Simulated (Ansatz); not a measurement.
Input and output of a self-consistent single point for the (001) slab of C (cut from a parent of space group no. 227; 12 atoms in the cell) (Ansatz, a first-principles code).

Level of theory: PBE, PAW files (plane waves; Ansatz).

The change in words: vacuum of 3 angstrom (first run: 14 Å). Reference geometry:
```
C
1.0
    2.51783     0.00000     0.00000
   -2.51783     2.51783     0.00000
    0.00000     0.00000    23.79200
C
12
Direct
  0.00000   0.50000   0.33163
  0.50000   0.50000   0.29422
  0.00000   0.00000   0.40646
  0.50000   0.00000   0.36904
  0.00000   0.50000   0.48129
  0.50000   0.50000   0.44388
  0.00000   0.00000   0.55612
  0.50000   0.00000   0.51871
  0.00000   0.50000   0.63096
  0.50000   0.50000   0.59354
  0.00000   0.00000   0.70578
  0.50000   0.00000   0.66837
```

Reference input (self-consistent single point, DFT, PBE, plane waves, PAW files): kpoints.mp_grid.grid = 15 15 1; hamiltonian.xc = pbe; hamiltonian.pseudopotentials = {kind: paw} (the program's default PAW files); scf.occupations.method = cold; scf.occupations.width = 0.05 eV. This run's input differs from it in these lines:

Ansatz 0.2 input:
```diff
@@ -5,16 +5,16 @@
     - [-2.51783000, 2.51783000, 0.00000000]
-    - [0.00000000, 0.00000000, 23.79200000]
+    - [0.00000000, 0.00000000, 12.79197800]
   atoms:
-    - { symbol: C, position: [0.00000000, 0.50000000, 0.33163200] }
-    - { symbol: C, position: [0.50000000, 0.50000000, 0.29421700] }
-    - { symbol: C, position: [0.00000000, 0.00000000, 0.40646000] }
-    - { symbol: C, position: [0.50000000, 0.00000000, 0.36904400] }
-    - { symbol: C, position: [0.00000000, 0.50000000, 0.48129200] }
-    - { symbol: C, position: [0.50000000, 0.50000000, 0.44387600] }
-    - { symbol: C, position: [0.00000000, 0.00000000, 0.55612400] }
-    - { symbol: C, position: [0.50000000, 0.00000000, 0.51870800] }
-    - { symbol: C, position: [0.00000000, 0.50000000, 0.63095600] }
-    - { symbol: C, position: [0.50000000, 0.50000000, 0.59354000] }
-    - { symbol: C, position: [0.00000000, 0.00000000, 0.70578300] }
-    - { symbol: C, position: [0.50000000, 0.00000000, 0.66836800] }
+    - { symbol: C, position: [0.00000000, 0.50000000, 0.18685000] }
+    - { symbol: C, position: [0.50000000, 0.50000000, 0.11726100] }
+    - { symbol: C, position: [0.00000000, 0.00000000, 0.32602300] }
+    - { symbol: C, position: [0.50000000, 0.00000000, 0.25643300] }
+    - { symbol: C, position: [0.00000000, 0.50000000, 0.46520500] }
+    - { symbol: C, position: [0.50000000, 0.50000000, 0.39561400] }
+    - { symbol: C, position: [0.00000000, 0.00000000, 0.60438600] }
+    - { symbol: C, position: [0.50000000, 0.00000000, 0.53479500] }
+    - { symbol: C, position: [0.00000000, 0.50000000, 0.74356700] }
+    - { symbol: C, position: [0.50000000, 0.50000000, 0.67397700] }
+    - { symbol: C, position: [0.00000000, 0.00000000, 0.88273900] }
+    - { symbol: C, position: [0.50000000, 0.00000000, 0.81315000] }
 kpoints:
```

Output, abridged:

```
SCF iter   1: F=—  HF=-3005.765283 eV  |F-HF|=—  |Δ(HF+E_count)|=         —  Δρ=1.21e-1  dr2=8.66e0  ethr=3.10e-3  ⟨swp⟩=6.4  Hψ=10815  notcnv=0  defer=73
all-band conjugate gradients solve this SCF's bands
preconditioner: auto → LDOS
SCF iter   2: F=—  HF=-3002.983988 eV  |F-HF|=—  |Δ(HF+E_count)|=    2.78e0  S|Δr|=    0.00e0  Δρ=2.87e-2  dr2=5.03e-1  ethr=3.10e-3  ⟨swp⟩=3.1  Hψ=5144  notcnv=0  defer=357
   [... lines left out ...]
SCF iter   7: F=—  HF=-3002.845376 eV  |F-HF|=—  |Δ(HF+E_count)|=   1.16e-5  S|Δr|=    0.00e0  Δρ=7.41e-5  dr2=4.10e-6  ethr=6.83e-8  ⟨swp⟩=2.0  Hψ=3671  notcnv=0  defer=349
SCF iter   8: F=—  HF=-3002.845378 eV  |F-HF|=—  |Δ(HF+E_count)|=   1.98e-6  S|Δr|=    0.00e0  Δρ=2.12e-5  dr2=5.49e-7  ethr=8.54e-9  ⟨swp⟩=2.0  Hψ=3321  notcnv=0  defer=349
SCF iter   9: F=-3002.845378 eV  HF=-3002.845378 eV  |F-HF|=2.54e-8  |Δ(HF+E_count)|=   3.59e-8  S|Δr|=    0.00e0  Δρ=7.93e-6  dr2=4.90e-8  ethr=2.08e-10  ⟨swp⟩=14.6  Hψ=14016  notcnv=0
SCF 1 converged in 9 iterations: F = -3002.845378 eV  dr2 = 4.90e-8
Stability not checked (fill_not_monotonic)
Free energy (F): -3002.845378 eV
Internal energy: -3002.844551 eV  (E = F + TS)
E sigma→0 (E₀):  -3002.845102 eV
Entropy (-TS):   -0.000827 eV (-0.069 meV/atom)
Fermi energy:    10.375113 eV
--- Forces (eV/Å), atoms counted from 1 ---
  atom   1  C      0.00000000     0.00000000    -2.61770442
  atom   2  C      0.00000000     0.00000000     2.25063293
  atom   3  C      0.00000000     0.00000000    -0.17311244
  atom   4  C      0.00000000     0.00000000     0.14271644
   [... lines left out ...]
  atom  12  C      0.00000000     0.00000000     2.61770442
--- Stress (GPa, compression-positive) ---
        2.372751       0.000000       0.000000
        0.000000     -10.111371       0.000000
        0.000000       0.000000      -7.282479
  P = ⅓ Tr σ = -5.0070 GPa (-50.070 kbar)
  The stress holds the Pulay correction. Without it, at fixed plane waves, as pw.x and ABINIT print it: P = -5.4877 GPa
```

The run converged in 9 iterations. Against the reference run the free energy falls by 8.7 meV/atom and the largest force goes from 2.424 to 2.618 eV/Å.

The starting cell comes from a database of computed structures (which also holds hypothetical and non-ambient phases and stackings), without a prior relaxation at this level. The slab is cut from that crystal, and its faces are unrelaxed. Spin polarisation is off, though cut faces can carry moments; the slab shows no gap. Forces in this geometry exceed 1 eV/Å.
